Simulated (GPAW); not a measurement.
## Input and output of a self-consistent single point for CrClO (Pmmn, 6 atoms in the cell) (GPAW)

Method of the run: LDA (Perdew-Wang 92), GPAW PAW datasets LDA (gpaw-data 1.0.1) (plane waves; GPAW).

Input:

```python
from ase import Atoms
from ase.units import GPa
from gpaw import GPAW, PW, FermiDirac

atoms = Atoms(['Cr', 'Cr', 'Cl', 'Cl', 'O', 'O'],
              cell=[[3.148609, 0.000000, 0.000000],
                    [0.000000, 3.816295, 0.000000],
                    [0.000000, 0.000000, 7.849078]],
              positions=[[0.000000, 0.000000, 0.832316],
                         [1.574304, 1.908148, 7.016762],
                         [0.000000, 1.908148, 5.348519],
                         [1.574304, 0.000000, 2.500559],
                         [1.574304, 0.000000, 7.439513],
                         [0.000000, 1.908148, 0.409565]],
              pbc=True)

atoms.set_initial_magnetic_moments([3.0, 3.0, 0.0, 0.0, 0.0, 0.0])

calc = GPAW(spinpol=True,
            mode=PW(900),
            xc='LDA',
            kpts={'size': (5, 4, 2), 'gamma': True},
            occupations=FermiDirac(0.01),
            nbands=-4,
            convergence={'density': 1e-05, 'energy': 1e-05, 'bands': -2},
            symmetry={'symmorphic': False, 'tolerance': 0.0005},
            maxiter=150,
            txt='-')

atoms.calc = calc

energy = atoms.get_potential_energy()
print('Energy (eV):', round(energy, 6))
forces = atoms.get_forces()
print('Forces (eV/Ang):')
print(forces.round(5))
stress = atoms.get_stress()
print('Stress (GPa, Voigt):', (stress / GPa).round(4))
```

The program printed (abridged):

```
Input parameters:
  convergence: {bands: -2,
                density: 1e-05,
                energy: 1e-05}
  kpts: {gamma: True,
         size: (5, 4, 2)}
  maxiter: 150
  mode: {ecut: 900.0000000000001,
         name: pw}
  nbands: -4
  occupations: {fixmagmom: False,
                name: fermi-dirac,
                width: 0.01}
  spinpol: True
  symmetry: {symmorphic: False,
             tolerance: 0.0005}

species:
  Cr:
    name: Chromium
    Z: 24.0
    valence: 6
    core: 18
    charge: 0.0
    file: Cr.LDA.gz

    # Using partial waves for Cr as LCAO basis

  Cl:
    name: Chlorine
    Z: 17.0
    valence: 7
    core: 10
    charge: 0.0
    file: Cl.LDA.gz

    # Using partial waves for Cl as LCAO basis

  O:
    name: Oxygen
    Z: 8.0
    valence: 6
    core: 2
    charge: 0.0
    file: O.LDA.gz

    # Using partial waves for O as LCAO basis

Reference energy: -86147.442127  # eV

Spin-polarized calculation.
Initial magnetic moment: 6.000000

Convergence criteria:
 Maximum [total energy] change in last 3 cyles: 1e-05 eV / valence electron
 Maximum integral of absolute [dens]ity change: 1e-05 electrons / valence electron
 Maximum integral of absolute [eigenst]ate change: 4e-08 eV^2 / valence electron
 Maximum number of scf [iter]ations: 150

Symmetries present (total): 8
Symmetries with fractional translations: 4
40 k-points: 5 x 4 x 2 Monkhorst-Pack grid + [0.000000,1/8,1/4]
18 k-points in the irreducible part of the Brillouin zone
       k-points in crystal coordinates                weights
   0:     0.00000000    0.00000000    0.00000000          1/40
   1:     0.00000000    0.00000000    0.50000000          1/40
   2:     0.00000000    0.25000000    0.00000000          2/40
   [... 7 lines left out ...]
          ...
  17:     0.40000000    0.50000000    0.50000000          2/40

Wave functions: Plane wave expansion
  Cutoff energy: 900.000 eV
  Number of coefficients (min, max): 5754, 5848
  Pulay-stress correction: 0.000000 eV/Ang^3 (de/decut=0.000000)

Occupation numbers: Fermi-Dirac:
  width: 0.0100  # eV

Eigensolver

Densities:
  Coarse grid: 24*28*56 grid
  Fine grid: 48*56*112 grid
  Total Charge: 0.000000

Density mixing:
  Method: difference
  Backend: pulay
  Linear mixing parameter: 0.05
  old densities: 5
  Damping of long wavelength oscillations: 50

Hamiltonian:
  XC and Coulomb potentials evaluated on a 48*56*112 grid
  External potential:
    NoExternalPotential

Number of atoms: 6
Number of atomic orbitals: 34
Number of bands in calculation: 26
Number of valence electrons: 38
Bands to converge: 24

Density initialized from atomic densities
  26 bands from LCAO basis set

Atomic positions and initial magnetic moments

Positions:
   0 Cr     0.000000    0.000000    0.832316    ( 0.0000,  0.0000,  3.0000)
   1 Cr     1.574304    1.908148    7.016762    ( 0.0000,  0.0000,  3.0000)
   2 Cl     0.000000    1.908148    5.348519    ( 0.0000,  0.0000,  0.0000)
   3 Cl     1.574304    0.000000    2.500559    ( 0.0000,  0.0000,  0.0000)
   4 O      1.574304    0.000000    7.439513    ( 0.0000,  0.0000,  0.0000)
   5 O      0.000000    1.908148    0.409565    ( 0.0000,  0.0000,  0.0000)

Unit cell:
           periodic     x           y           z      points  spacing
  1. axis:    yes    3.148609    0.000000    0.000000    24     0.1312
  2. axis:    yes    0.000000    3.816295    0.000000    28     0.1363
  3. axis:    yes    0.000000    0.000000    7.849078    56     0.1402

  Lengths:   3.148609   3.816295   7.849078
  Angles:   90.000000  90.000000  90.000000

Effective grid spacing dv^(1/3) = 0.1358

     iter     time        total  log10-change:  magmom
                         energy   eigst   dens
iter:   1 --:--:--   -48.264892   +0.75           +5.9700
iter:   2 --:--:--   -48.094347   -0.26  -1.08    +5.9166
iter:   3 --:--:--   -46.754114   -0.40  -1.13    +6.0034
iter:   4 --:--:--   -46.679126   -1.11  -1.33    +5.9982
iter:   5 --:--:--   -46.619301   -1.43  -1.39    +5.9982
iter:   6 --:--:--   -46.536364   -1.27  -1.65    +5.9995
   [... 2 lines left out ...]
iter:   9 --:--:--   -46.485467   -1.88  -2.20    +6.0000
iter:  10 --:--:--   -46.480621   -2.78  -2.35    +6.0000
iter:  11 --:--:--   -46.480898   -3.23  -3.06    +6.0000
iter:  12 --:--:--   -46.481104   -3.43  -3.11    +6.0000
iter:  13 --:--:--   -46.481308   -3.58  -3.11    +6.0000
iter:  14 --:--:--   -46.481437c  -3.49  -3.08    +6.0000
iter:  15 --:--:--   -46.481445c  -3.75  -3.07    +6.0000
iter:  16 --:--:--   -46.481479c  -3.79  -3.21    +6.0000
iter:  17 --:--:--   -46.481595c  -3.90  -3.39    +6.0000
iter:  18 --:--:--   -46.481622c  -4.03  -3.39    +6.0000
iter:  19 --:--:--   -46.481674c  -4.01  -3.47    +6.0000
   [... 19 lines left out ...]
iter:  39 --:--:--   -46.481701c  -5.20  -4.53    +6.0000
iter:  40 --:--:--   -46.481701c  -5.26  -4.64    +6.0000
iter:  41 --:--:--   -46.481701c  -5.49  -4.69    +6.0000
iter:  42 --:--:--   -46.481701c  -5.59  -4.81    +6.0000
iter:  43 --:--:--   -46.481701c  -5.42  -4.89    +6.0000
iter:  44 --:--:--   -46.481701c  -5.53  -5.22c   +6.0000
iter:  45 --:--:--   -46.481701c  -5.59  -5.29c   +6.0000
iter:  46 --:--:--   -46.481701c  -5.72  -5.40c   +6.0000
iter:  47 --:--:--   -46.481701c  -5.71  -5.63c   +6.0000
iter:  48 --:--:--   -46.481702c  -5.78  -5.68c   +6.0000
iter:  49 --:--:--   -46.481702c  -5.77  -5.69c   +6.0000
   [... 24 lines left out ...]
iter:  74 --:--:--   -46.481702c  -7.14  -6.42c   +6.0000
iter:  75 --:--:--   -46.481702c  -7.20  -6.45c   +6.0000
iter:  76 --:--:--   -46.481702c  -7.09  -6.46c   +6.0000
iter:  77 --:--:--   -46.481702c  -7.26  -6.48c   +6.0000
iter:  78 --:--:--   -46.481702c  -7.33  -6.50c   +6.0000
iter:  79 --:--:--   -46.481702c  -7.40c -6.61c   +6.0000

Converged after 79 iterations.

Dipole moment: (-0.000008, 0.000008, -0.000000) |e|*Ang

Total magnetic moment: (0.000000, 0.000000, 6.000000)
Local magnetic moments:
   0 Cr ( 0.000000,  0.000000,  2.700805)
   1 Cr ( 0.000000,  0.000000,  2.700805)
   2 Cl ( 0.000000,  0.000000,  0.013258)
   3 Cl ( 0.000000,  0.000000,  0.013258)
   4 O  ( 0.000000,  0.000000,  0.006665)
   5 O  ( 0.000000,  0.000000,  0.006665)

Energy contributions relative to reference atoms: (reference = -86147.442127)

Kinetic:        +11.552330
Potential:      -22.649480
External:        +0.000000
XC:             -36.346708
Entropy (-ST):   -0.000000
Local:           +0.962157
SIC:             +0.000000
--------------------------
Free energy:    -46.481702
Extrapolated:   -46.481702

Spin contamination: 0.058997 electrons
Showing only first 2 kpts
                      Up                     Down
 Kpt  Band  Eigenvalues  Occupancy  Eigenvalues  Occupancy
  0    17      3.11128    1.00000      5.48556    0.00000
  0    18      3.45998    1.00000      5.65525    0.00000
  0    19      3.54265    1.00000      6.39772    0.00000
  0    20      4.26857    1.00000      6.61627    0.00000

  1    17      3.12837    1.00000      5.51613    0.00000
  1    18      3.47380    1.00000      5.65517    0.00000
  1    19      3.54258    1.00000      6.39751    0.00000
  1    20      4.15746    1.00000      6.53541    0.00000

Fermi level: 4.94255

Gap: 0.468 eV
Transition (v -> c):
  (s=0, k=1, n=21, [0.00, 0.00, 0.50]) -> (s=0, k=13, n=22, [0.40, 0.00, 0.50])
Direct/indirect transitions are different
Direct gap: 0.532 eV
Transition at: (s=0->1, k=1, n=21, [0.00, 0.00, 0.50])
Energy (eV): -46.481702

Forces in eV/Ang:
  0 Cr    0.00000    0.00000    0.02689
  1 Cr    0.00000    0.00000   -0.02689
  2 Cl    0.00000    0.00000    0.03981
  3 Cl    0.00000    0.00000   -0.03981
  4 O     0.00000    0.00000    0.06133
  5 O     0.00000    0.00000   -0.06133

Stress tensor:
     0.012168     0.000000     0.000000
     0.000000     0.009284     0.000000
     0.000000     0.000000     0.008636
Stress (GPa, Voigt): [1.9496 1.4874 1.3836 0.     0.     0.    ]
```

The run converged in 79 iterations. GPAW prints stress with tension positive.

At such cutoffs GPAW's stress carries a finite-basis (Pulay) error, which enters relaxed cells too; its log prints stress with tension positive.

The starting cell comes from a database of computed structures (which also holds hypothetical and non-ambient phases and stackings), without a prior relaxation at this level. Its lattice was rescaled by a random factor within 2.5 % of one. The magnetic order is the one reached from the typed start; others were not searched systematically.

Cost on one core of a shared machine: roughly 6 min.
